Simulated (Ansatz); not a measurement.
**Response to strain in Sc**

Take Sc in the hcp (Mg type) structure (space group P6_3/mmc, No. 194; relaxed with 0.1 eV smearing) as the base.

```
Sc
1.0
    3.27535     0.00000     0.00000
   -1.63768     2.83654     0.00000
    0.00000     0.00000     5.10512
Sc
2
Cartesian
  1.63768   0.94551   1.27628
  0.00000   1.89103   3.82884
```

Cartesian axes are those of the cell as printed.

Strains are applied to the cell and any free atomic positions relax.

All numbers come from PBEsol/PAW in Ansatz (an electronic-structure program), without spin-orbit coupling.

Notes on the quantities. energy relative to the base: free energy F.

| uniaxial strain ε_zz (%) | energy relative to the base (meV/atom) |
|---|---|
| 0 | 0.0 |
| 0.5 | 0.2 |
| 1 | 0.8 |
| 1.5 | 1.7 |
| 2 | 3.0 |
| 2.5 | ? |
| 3 | 6.6 |

Task: Fit ΔE = Aε² + Bε³ (ε in %) to the rows shown and predict the withheld row.

Result: Least squares on the printed values gives A = 0.788 and B = -0.018 meV/atom (largest residual 0.0 meV/atom); this predicts 4.6 meV/atom, and the run gives 4.6 meV/atom, in agreement.

Stability against distortions was not tested. All final runs are without spin polarisation.
